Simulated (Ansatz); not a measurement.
## How far PBE and PBEsol part for hypothetical P4/nmm Co2Si, pressure 10 GPa

Base system: Co2Si (space group P4/nmm, No. 129; a = 3.455 Å, c = 5.751 Å; ferromagnetic; a hypothetical phase, not in the database extracts checked).

(Cell as relaxed with PBE.)

Levels (all Ansatz, a quantum-chemistry and plane-wave program, PAW): PBE (420 eV, no spin-orbit coupling); PBEsol (420 eV, scalar-relativistic without spin-orbit coupling).

Each level relaxes its own structure.

| base | PBE | PBEsol |
|---|---|---|
| volume per atom | 11.44 Å³ | 11.01 Å³ |
| lattice parameter a | 3.455 Å | 3.406 Å |
| band gap | zero | zero |
| largest site moment | 0.93 μB | 0.81 μB |

Modification: cell and atoms relaxed at a pressure of 10 GPa.

```tsv
quantity	PBE	PBEsol
lattice parameter a	3.388 Å	3.347 Å
magnetic state	ferromagnetic	ferromagnetic
largest site moment	0.80 μB	0.74 μB
```

PBE's lattice parameter a lies 0.041 Å above PBEsol's (1.2 %); PBE's largest site moment lies 0.06 μB above PBEsol's; the two agree on the magnetic state. Neither level is exact; PBEsol is the comparison here, not a measurement.

The magnetic state is the one reached from the starting moments; the real material's order can differ, and small cells can't hold many antiferromagnetic ones. Load acts through the strain it causes; cell and atoms are relaxed under it. Whether these cells are dynamically stable was not tested. No other phases were tried under pressure.
